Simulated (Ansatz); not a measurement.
Start from TiO$_{2}$ in the anatase structure (space group I4_1/amd, No. 141; a = 3.739 Å, c = 9.455 Å). Axes: x, y, z lie along a, b, c of the conventional cell.

Computed with LDA, PAW, 420 eV (Ansatz, a program for electronic structure; without spin-orbit coupling).

Before the change:

- Pressure = 0.00 GPa
- Smallest direct gap = 2.44 eV

Modification: the cell is compressed by 3.00 % along x with no lateral relaxation; the atoms relax in the strained cell.

**Question.** How does this affect the energy relative to the base, pressure and smallest direct gap?

**Answer.** The energy rises by 13 meV/atom; the pressure (mean of the normal stresses, compression positive) goes from zero to 8.00 GPa; the smallest direct gap grows by 0.095 eV to 2.53 eV.

Gaps are Kohn–Sham eigenvalue differences; semilocal functionals usually give less than the measured gap. No phonon test of stability was made. The final runs are not spin-polarised.
